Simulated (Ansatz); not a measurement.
Given:

```yaml
crystal:
  lattice:
    - [0.00000, 2.92084, 2.92084]
    - [2.92084, 0.00000, 2.92084]
    - [2.92084, 2.92084, 0.00000]
  atoms:
    - { symbol: Ag, position: [0.00000, 0.00000, 0.00000] }
    - { symbol: Br, position: [0.50000, 0.50000, 0.50000] }
```

Calculation: PBE, rigid bands (plane waves, PAW, scalar-relativistic; Ansatz, an electronic-structure program). Condition of this run: functional PBE, cell relaxed with it. Cell: cell and atoms relaxed with PBE.

Question: What conductivity effective mass do dilute electrons have at 300 K?

Answer: 0.20 mₑ.

Question: And the band gap?

Answer: 0.69 eV at this level; semilocal functionals usually fall short of the measured gap.

Rigid bands, one relaxation time for all states, no polarons. Spin-orbit coupling is left out; where it splits the top of the valence band it changes the hole mass and lowers the gap by about a third of the splitting.
